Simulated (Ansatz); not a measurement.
Where the default PAW files enter, the runs use the earlier of Ansatz's two default sets.

Crystal: ZnS (P6_3mc, wurtzite, 4 atoms a cell, 19.6 Å³ an atom); both levels run on this one cell.

Complex bands along the normal of (001) by Ansatz (plane waves, PAW, no spin-orbit coupling). r2SCAN gives a gap of 2.79 eV and a slowest mid-gap decay of 0.176 1/Å.

What does PBE give on the same cell, and what does that do to the current through 2 nm?

Gap 2.22 eV, κ = 0.150 1/Å. The mid-gap transmission through 2 nm changes by exp(2 × 20 × (0.176 − 0.150)) = a factor of 2.8 against r2SCAN.

Ansatz is an electronic-structure program.
